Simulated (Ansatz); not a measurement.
Start from SnO2 in the rutile structure (space group P4_2/mnm, No. 136).

SnO2 is taken in the tetragonal space group P4₂/mnm (No. 136), the rutile structure, Pearson symbol tP6. Conventional cell: a = 4.7224 Å, b = 4.7224 Å, c = 3.1903 Å, α = 90.00°, β = 90.00°, γ = 90.00°. Sn on 2a has 6 O at 2.044–2.055 Å (octahedral). O on 4f is surrounded by 3 Sn at 2.044–2.055 Å (trigonal planar). (Neighbours: up to the widest gap in distance over summed covalent radii, below 1.35, at either atom; cation-cation and far metal-metal contacts left out.)

Computed with LDA (Ansatz, a first-principles code; PAW; 420 eV plane waves; without spin-orbit coupling).

For the base:

| Item | Result |
|---|---|
| Width of the top valence band | 1.28 eV |
| Gap character | direct at Γ |

Modification: every lattice vector is shortened by 0.60 %, atoms relaxed at fixed cell.

Problem. What happens to the width of the top valence band, gap character, energy relative to the base and mean gap deformation potential ΔEg/Δln V?

Solution. The width of the top valence band rises by 0.03 eV (1.28 eV → 1.31 eV); the gap character remains direct at Γ; the energy goes up by 2.6 meV/atom; the mean gap deformation potential ΔEg/Δln V comes out as -11.5 eV.

The cells carry an imposed strain or load. No phonon test of stability was made.
